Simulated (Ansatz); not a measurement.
The starting structures come from a database of crystals and need not be the phases stable at ambient conditions.

By PBEsol, the system below comes out a metal.

Without scattering a metal conducts by its projected Fermi surface.

Input:

```
GaPt3
1.0
    5.55735     0.00000     0.00000
    0.10613     5.55634     0.00000
    2.72561    -2.77817     3.88782
Ga Pt
2 6
Cartesian
  1.41451   1.38775   0.00000
  4.24897   4.16859   0.00000
  1.23377   4.40695   0.00000
  4.42971   1.14938   0.00000
  2.83174   2.77817   1.60692
  5.55735   0.00000   2.28091
  2.77867   0.00000   1.94391
  5.61041   2.77817   1.94391
```

Space group of this cell: Fmmm. The cell is taken as given; by PBEsol its mean pressure is -3.8 GPa.

The current flows along the normal of the first two printed cell vectors. No spin-orbit coupling; the value is a mean over 0.1 eV about the Fermi level.

**Question.** Compute, with PBEsol (Ansatz, an electronic-structure program), the ballistic conductance per area.

**Answer.** 0.60 × 10¹⁵ S/m² for both spins.
